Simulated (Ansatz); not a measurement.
Cubic perovskite KMgF3 was calculated with rVV10 (PAW; Ansatz, a program for electronic structure).

Run with plane-wave cutoff 520 eV, 8×8×8 k mesh, Fermi–Dirac smearing 0.01 eV, scalar-relativistic PAW data made under PBE.

Response to compression and expansion:

```tsv
V (Å³/atom)	P (GPa)	direct gap at Γ (eV)	smallest gap on the k mesh (eV)
12.149	5.30	7.721	7.402
12.408	3.33	7.552	7.234
12.666	1.57	7.392	7.073
12.925	0.00	7.238	6.919
13.183	-1.41	7.091	6.772
13.442	-2.68	6.949	6.631
13.700	-3.81	6.813	6.497
```

The fundamental gap (6.92 eV at the equilibrium volume, with added k points) lies elsewhere than Γ–Γ.
